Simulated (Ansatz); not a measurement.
Functionals compared on a constructed model of the (0001) surface of hcp Mg, a pseudomorphic layer of Pt in the host's stacking (bottom of the slab: a bare face, its two planes held), in Ansatz (plane waves, PAW). The structure was relaxed with PBE; the other rows are single points on it. Cutoff 420 eV (500 eV for r2SCAN).

Slab: 7 atoms, 15.2 Å thick at the start; k 13x13x1, smearing 0.1 eV, dipole-corrected; 2 atoms held, the rest relaxed; held to the start's symmetry, so lower structures may exist; no spin, no spin-orbit, no U. It is one candidate, not shown to be the stable structure of the face. These notes are the PBE run's.

```
functional  work function of the top face (eV)          rough cost of the single point
----------  ----------------------------------  --------------------------------------
PBE                                       4.93                                       –
RPBE                                      4.75  about 14 core-seconds (a rough figure)
r2SCAN                                     [?]          around 28 core-seconds (rough)
```

Q: Complete the blanks.

A: 
- r2SCAN, work function of the top face (eV): 4.85

Ansatz is a quantum-chemistry and plane-wave program.
